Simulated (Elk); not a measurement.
# Input and output of a self-consistent single point for Hf (Fd-3m, 2 atoms in the cell) (Elk)

Computed with revPBE, all-electron FP-LAPW, Elk's shipped species files, default APW+lo basis in Elk.

Input:

```
tasks
  0

xctype
  21

rgkmax
  7.0

rmtscf
  0.87

stype
  0

swidth
  0.00367493

scale
  1.889726125

avec
    0.0000000000    3.1671150000    3.1671150000
    3.1671150000    0.0000000000    3.1671150000
    3.1671150000    3.1671150000    0.0000000000

atoms
  1   : nspecies
  'Hf.in'   : spfname
  2   : natoms; atposl, bfcmt below
  0.7500000000  0.7500000000  0.7500000000    0.0 0.0 0.0
  0.5000000000  0.5000000000  0.5000000000    0.0 0.0 0.0

ngridk
  9 9 9

vkloff
  0.5 0.5 0.5
```

Log, with long lists cut:

```
│ Elk code version 10.2.4 │

All units are atomic (Hartree, Bohr, etc.)

│ Ground-state run starting from atomic densities │

Lattice vectors :
   0.000000000       5.984979956       5.984979956
   5.984979956       0.000000000       5.984979956
   5.984979956       5.984979956       0.000000000

Unit cell volume      :    428.7637855
Brillouin zone volume :   0.5785241708

Muffin-tin inner radius fraction :   0.1000000000E-01

Nuclei treated as point charges

Species :    1 (Hf)
 parameters loaded from : Hf.in
 name : hafnium
 nuclear charge    :   -72.00000000
 electronic charge :    72.00000000
 atomic mass :    325367.3656
 muffin-tin radius :    2.436000000
 number of radial points in muffin-tin :    697
 atomic positions (lattice), magnetic fields (Cartesian) :
   1 :   0.12500000  0.12500000  0.12500000    0.00000000  0.00000000  0.00000000
   2 :  -0.12500000 -0.12500000 -0.12500000    0.00000000  0.00000000  0.00000000

Total number of atoms per unit cell :    2

Spin treatment :
 spin-unpolarised

Number of Bravais lattice symmetries :   48
Number of crystal symmetries         :   48
Crystal has inversion symmetry
Real symmetric eigensolver will be used

k-point grid :      9     9     9
k-point offset :   0.5000000000      0.5000000000      0.5000000000
k-point set is reduced with full crystal symmetry group
Total number of k-points :       85

Muffin-tin radius times maximum |G+k| :    7.000000000
 using average radius
Maximum |G+k| for APW functions       :    2.873563218
Maximum (1/2)|G+k|²                   :    4.128682785
Maximum |G| for potential and density :    12.00000000
 potential will be trimmed for |G| > 2 gkmax
Constant for pseudocharge density :    7
Radial integration step length :    4

G-vector grid sizes :     35    35    35
Number of G-vectors :    12387

Maximum angular momentum used for
 APW functions                      :    8
 outer part of muffin-tin           :    6
 inner part of muffin-tin           :    1

Total nuclear charge    :   -144.0000000
Total core charge       :    92.00000000
Total valence charge    :    52.00000000
Total excess charge     :    0.000000000
Total electronic charge :    144.0000000

Effective Wigner radius, rₛ :   0.8924604895

Number of empty states         :    8
Total number of valence states :   34
Total number of core states    :   92

Total number of local-orbitals :   54

Exchange-correlation functional :     21     0     0
 Revised PBE, Zhang-Yang, Phys. Rev. Lett. 80, 890 (1998)
 gradient requirement :    1
 generalised gradient approximation (GGA)

Smearing type :    0
 Gaussian
Smearing width :   0.3674930000E-02
Effective electronic temperature (K) :    1160.451112

Mixing type :    3
 Broyden mixing, J. Phys. A: Math. Gen. 17, L317 (1984)

Kohn-Sham potential initialised from atomic data

│ Self-consistent loop started │
│ Loop number : 1 │
 total energy                :     -30190.8719621
│ Loop number : 2 │
 total energy                :     -30191.2504590
RMS change in Kohn-Sham potential (target) :   0.2547853652     (  0.1000000000E-05)
Absolute change in total energy (target)   :   0.3784969019     (  0.1000000000E-03)
│ Loop number : 3 │
 total energy                :     -30191.4671931
RMS change in Kohn-Sham potential (target) :   0.2412027167     (  0.1000000000E-05)
Absolute change in total energy (target)   :   0.3113583377     (  0.1000000000E-03)
│ Loop number : 4 │
 total energy                :     -30194.0137122
RMS change in Kohn-Sham potential (target) :   0.1090542812     (  0.1000000000E-05)
Absolute change in total energy (target)   :    2.624358663     (  0.1000000000E-03)
│ Loop number : 5 │
 total energy                :     -30195.5673545
RMS change in Kohn-Sham potential (target) :   0.3384332882E-01 (  0.1000000000E-05)
Absolute change in total energy (target)   :    2.209731965     (  0.1000000000E-03)
│ Loop number : 6 │
 total energy                :     -30196.1430889
RMS change in Kohn-Sham potential (target) :   0.8030071109E-02 (  0.1000000000E-05)
Absolute change in total energy (target)   :    1.128167417     (  0.1000000000E-03)
│ Loop number : 7 │
 total energy                :     -30196.3235637
RMS change in Kohn-Sham potential (target) :   0.2460268359E-03 (  0.1000000000E-05)
Absolute change in total energy (target)   :   0.4625166222     (  0.1000000000E-03)
│ Loop number : 8 │
 total energy                :     -30196.3309354
RMS change in Kohn-Sham potential (target) :   0.7681533634E-04 (  0.1000000000E-05)
Absolute change in total energy (target)   :   0.1230008489     (  0.1000000000E-03)
│ Loop number : 9 │
 total energy                :     -30196.3275538
RMS change in Kohn-Sham potential (target) :   0.3328044739E-04 (  0.1000000000E-05)
Absolute change in total energy (target)   :   0.2736860673E-01 (  0.1000000000E-03)
│ Loop number : 10 │
 total energy                :     -30196.3250161
RMS change in Kohn-Sham potential (target) :   0.8230309712E-05 (  0.1000000000E-05)
Absolute change in total energy (target)   :   0.4304491598E-02 (  0.1000000000E-03)
│ Loop number : 11 │
 total energy                :     -30196.3247597
RMS change in Kohn-Sham potential (target) :   0.5282758025E-05 (  0.1000000000E-05)
Absolute change in total energy (target)   :   0.8197042480E-03 (  0.1000000000E-03)
│ Loop number : 12 │
 total energy                :     -30196.3250676
RMS change in Kohn-Sham potential (target) :   0.1302260428E-05 (  0.1000000000E-05)
Absolute change in total energy (target)   :   0.5128004595E-03 (  0.1000000000E-03)
│ Loop number : 13 │
 total energy                :     -30196.3252025
RMS change in Kohn-Sham potential (target) :   0.1480606302E-06 (  0.1000000000E-05)
Absolute change in total energy (target)   :   0.2630968229E-03 (  0.1000000000E-03)
│ Loop number : 14 │
 total energy                :     -30196.3252147
RMS change in Kohn-Sham potential (target) :   0.1011277729E-06 (  0.1000000000E-05)
Absolute change in total energy (target)   :   0.7801851098E-04 (  0.1000000000E-03)
Convergence targets achieved

│ Loop number : 15 │

Energies :
 Fermi                       :     0.204120770341
 sum of eigenvalues          :     -18484.2351481
 electron kinetic            :      33778.5953474
 core electron kinetic       :      32700.2003551
 Coulomb                     :     -63354.2906481
 Coulomb potential           :     -51451.9649828
 nuclear-nuclear             :     -2003.32167826
 electron-nuclear            :     -71249.9729568
 Hartree                     :      9899.00398701
 Madelung                    :     -37628.3081567
 xc potential                :     -810.865512639
 exchange                    :     -612.059211151
 correlation                 :     -8.57069996423
 total energy                :     -30196.3252118

Density of states at Fermi energy :    130.4277569
 (states/Hartree/unit cell)

Estimated indirect band gap :   0.4483314594E-03
 from k-point     81 to k-point     67
Estimated direct band gap   :   0.3753986461E-02
 at k-point     40

Charges :
 core                        :    92.00000000
 valence                     :    52.00000000
 interstitial                :    4.774463316
 muffin-tins (core leakage)
  species :    1 (Hf)
   atom    1                 :    69.61276834     (  0.5501174670E-05)
   atom    2                 :    69.61276834     (  0.5501174670E-05)
 total in muffin-tins        :    139.2255367
 total calculated charge     :    143.9952775
 total charge                :    144.0000000
 error                       :   0.4722541892E-02

│ Self-consistent loop stopped │
```

The run converged in 15 iterations. The count includes the last loop, which Elk runs after its targets are met.

The starting cell was generated: these elements placed on a structure prototype, without a prior relaxation; it need not be a known phase or ordering of this composition. Spin-orbit coupling is off. Values depend on the basis (sphere radii, cutoffs, local orbitals), which need not be converged. The log's line on a gap gives a spacing of levels on this mesh, which the program prints for metals too.

Cost on one core of a shared machine: roughly 30 s.
